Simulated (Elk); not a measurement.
A self-consistent single point of InPd (Pm-3m, 2 atoms in the cell) with Elk

Method of the run: Elk with PBE, all-electron FP-LAPW, Elk's shipped species files, LAPW+lo basis.

This input was run:

```
tasks
  0

xctype
  20

rgkmax
  8.0

gmaxvr
  16.0

nxoapwlo
  1

rmtscf
  0.98

stype
  0

swidth
  0.00734986

maxscl
  100

avec
    6.2324206940    0.0000000000    0.0000000000
    0.0000000000    6.2324206940    0.0000000000
    0.0000000000    0.0000000000    6.2324206940

sppath
  'species/'

atoms
  2
  'In.in'
  1
  0.0000000000  0.0000000000  0.0000000000    0.0 0.0 0.0
  'Pd.in'
  1
  0.5000000000  0.5000000000  0.5000000000    0.0 0.0 0.0

ngridk
  13 13 13
```

Output (repeated stretches shortened):

```
│ Elk code version 10.2.4 │

All units are atomic (Hartree, Bohr, etc.)

│ Ground-state run starting from atomic densities │

Lattice vectors :
   6.232420694       0.000000000       0.000000000
   0.000000000       6.232420694       0.000000000
   0.000000000       0.000000000       6.232420694

Unit cell volume      :    242.0863390
Brillouin zone volume :    1.024635320

Muffin-tin inner radius fraction :   0.1000000000E-01

Nuclei treated as point charges

Species :    1 (In)
 parameters loaded from : In.in
 name : indium
 nuclear charge    :   -49.00000000
 electronic charge :    49.00000000
 atomic mass :    209300.4100
 muffin-tin radius :    2.548000000
 number of radial points in muffin-tin :    597
 atomic positions (lattice), magnetic fields (Cartesian) :
   1 :   0.00000000  0.00000000  0.00000000    0.00000000  0.00000000  0.00000000

Species :    2 (Pd)
 parameters loaded from : Pd.in
 name : palladium
 nuclear charge    :   -46.00000000
 electronic charge :    46.00000000
 atomic mass :    193991.7925
 muffin-tin radius :    2.548000000
 number of radial points in muffin-tin :    497
 atomic positions (lattice), magnetic fields (Cartesian) :
   1 :   0.50000000  0.50000000  0.50000000    0.00000000  0.00000000  0.00000000

Total number of atoms per unit cell :    2

Spin treatment :
 spin-unpolarised

Number of Bravais lattice symmetries :   48
Number of crystal symmetries         :   48
Crystal has inversion symmetry
Real symmetric eigensolver will be used

k-point grid :     13    13    13
k-point offset :    0.000000000       0.000000000       0.000000000
k-point set is reduced with full crystal symmetry group
Total number of k-points :       84

Muffin-tin radius times maximum |G+k| :    8.000000000
 using average radius
Maximum |G+k| for APW functions       :    3.139717425
Maximum (1/2)|G+k|²                   :    4.928912756
Maximum |G| for potential and density :    16.00000000
 potential will be trimmed for |G| > 2 gkmax
Constant for pseudocharge density :   10
Radial integration step length :    4

G-vector grid sizes :     32    32    32
Number of G-vectors :    16831

Maximum angular momentum used for
 APW functions                      :    8
 outer part of muffin-tin           :    6
 inner part of muffin-tin           :    1

Total nuclear charge    :   -95.00000000
Total core charge       :    58.00000000
Total valence charge    :    37.00000000
Total excess charge     :    0.000000000
Total electronic charge :    95.00000000

Effective Wigner radius, rₛ :   0.8473302075

Number of empty states         :    8
Total number of valence states :   27
Total number of core states    :   58

Total number of local-orbitals :   35

Exchange-correlation functional :     20     0     0
 Perdew-Burke-Ernzerhof, Phys. Rev. Lett. 77, 3865 (1996)
 gradient requirement :    1
 generalised gradient approximation (GGA)

Smearing type :    0
 Gaussian
Smearing width :   0.7349860000E-02
Effective electronic temperature (K) :    2320.902224

Mixing type :    3
 Broyden mixing, J. Phys. A: Math. Gen. 17, L317 (1984)

Kohn-Sham potential initialised from atomic data

│ Self-consistent loop started │
│ Loop number : 1 │
 total energy                :     -10920.5690435
│ Loop number : 2 │
 total energy                :     -10921.3789219
RMS change in Kohn-Sham potential (target) :   0.3511990201     (  0.1000000000E-05)
Absolute change in total energy (target)   :   0.8098783787     (  0.1000000000E-03)
│ Loop number : 3 │
 total energy                :     -10925.3028797
RMS change in Kohn-Sham potential (target) :   0.2635739607     (  0.1000000000E-05)
Absolute change in total energy (target)   :    4.126427383     (  0.1000000000E-03)
│ Loop number : 4 │
 total energy                :     -10926.2462208
RMS change in Kohn-Sham potential (target) :   0.2297994949     (  0.1000000000E-05)
Absolute change in total energy (target)   :    1.974947941     (  0.1000000000E-03)
│ Loop number : 5 │
 total energy                :     -10928.1664391
RMS change in Kohn-Sham potential (target) :   0.1225986969     (  0.1000000000E-05)
Absolute change in total energy (target)   :    2.413955306     (  0.1000000000E-03)
│ Loop number : 6 │
 total energy                :     -10929.6698536
RMS change in Kohn-Sham potential (target) :   0.3893967758E-01 (  0.1000000000E-05)
Absolute change in total energy (target)   :    2.106903270     (  0.1000000000E-03)
│ Loop number : 7 │
 total energy                :     -10930.4784074
RMS change in Kohn-Sham potential (target) :   0.3073507955E-02 (  0.1000000000E-05)
Absolute change in total energy (target)   :    1.335279616     (  0.1000000000E-03)
│ Loop number : 8 │
 total energy                :     -10930.5296371
RMS change in Kohn-Sham potential (target) :   0.5768829398E-03 (  0.1000000000E-05)
Absolute change in total energy (target)   :   0.3850496258     (  0.1000000000E-03)
│ Loop number : 9 │
 total energy                :     -10930.5488124
RMS change in Kohn-Sham potential (target) :   0.1335384293E-03 (  0.1000000000E-05)
Absolute change in total energy (target)   :   0.1154377346     (  0.1000000000E-03)
│ Loop number : 10 │
 total energy                :     -10930.5477762
RMS change in Kohn-Sham potential (target) :   0.9102638858E-04 (  0.1000000000E-05)
Absolute change in total energy (target)   :   0.2782323783E-01 (  0.1000000000E-03)
│ Loop number : 11 │
 total energy                :     -10930.5438765
RMS change in Kohn-Sham potential (target) :   0.5722857040E-04 (  0.1000000000E-05)
Absolute change in total energy (target)   :   0.3056116506E-02 (  0.1000000000E-03)
│ Loop number : 12 │
 total energy                :     -10930.5423530
RMS change in Kohn-Sham potential (target) :   0.1564502846E-04 (  0.1000000000E-05)
Absolute change in total energy (target)   :   0.7595394345E-03 (  0.1000000000E-03)
│ Loop number : 13 │
 total energy                :     -10930.5427376
RMS change in Kohn-Sham potential (target) :   0.4832169588E-05 (  0.1000000000E-05)
Absolute change in total energy (target)   :   0.1947932815E-03 (  0.1000000000E-03)
│ Loop number : 14 │
 total energy                :     -10930.5428002
RMS change in Kohn-Sham potential (target) :   0.4127903665E-05 (  0.1000000000E-05)
Absolute change in total energy (target)   :   0.1112913560E-03 (  0.1000000000E-03)
│ Loop number : 15 │
 total energy                :     -10930.5426786
RMS change in Kohn-Sham potential (target) :   0.2860582023E-06 (  0.1000000000E-05)
Absolute change in total energy (target)   :   0.9384792065E-04 (  0.1000000000E-03)
Convergence targets achieved

│ Loop number : 16 │

Energies :
 Fermi                       :     0.317053115375
 sum of eigenvalues          :     -6553.71317126
 electron kinetic            :      11450.4110029
 core electron kinetic       :      11068.4106079
 Coulomb                     :     -22076.4666565
 Coulomb potential           :     -17607.1003112
 nuclear-nuclear             :     -1044.19606972
 electron-nuclear            :     -24457.4408624
 Hartree                     :      3425.17027557
 Madelung                    :     -13272.9165009
 xc potential                :     -397.023862960
 exchange                    :     -299.427955369
 correlation                 :     -5.05905146383
 total energy                :     -10930.5426604

Density of states at Fermi energy :    21.74382158
 (states/Hartree/unit cell)

Estimated indirect band gap :   0.9078835036E-03
 from k-point     62 to k-point     16
Estimated direct band gap   :   0.1767987775E-01
 at k-point     74

Charges :
 core                        :    58.00000000
 valence                     :    37.00000000
 interstitial                :    2.717710296
 muffin-tins (core leakage)
  species :    1 (In)
   atom    1                 :    47.27099940     (  0.1746153492E-03)
  species :    2 (Pd)
   atom    1                 :    45.01129030     (  0.6402153474E-08)
 total in muffin-tins        :    92.28228970
 total calculated charge     :    95.00579852
 total charge                :    95.00000000
 error                       :   0.5798524704E-02

│ Self-consistent loop stopped │
```

The run converged in 16 iterations. The count includes the last loop, which Elk runs after its targets are met.

The starting cell comes from a database of computed structures (which also holds hypothetical and non-ambient phases and stackings), without a prior relaxation at this level. Its lattice was rescaled by a random factor within 2.5 % of one. Spin polarisation is off. Values depend on the basis (sphere radii, cutoffs, local orbitals), which need not be converged. The log's line on a gap gives a spacing of levels on this mesh, which the program prints for metals too.

Cost on one core of a shared machine: roughly 30 s.
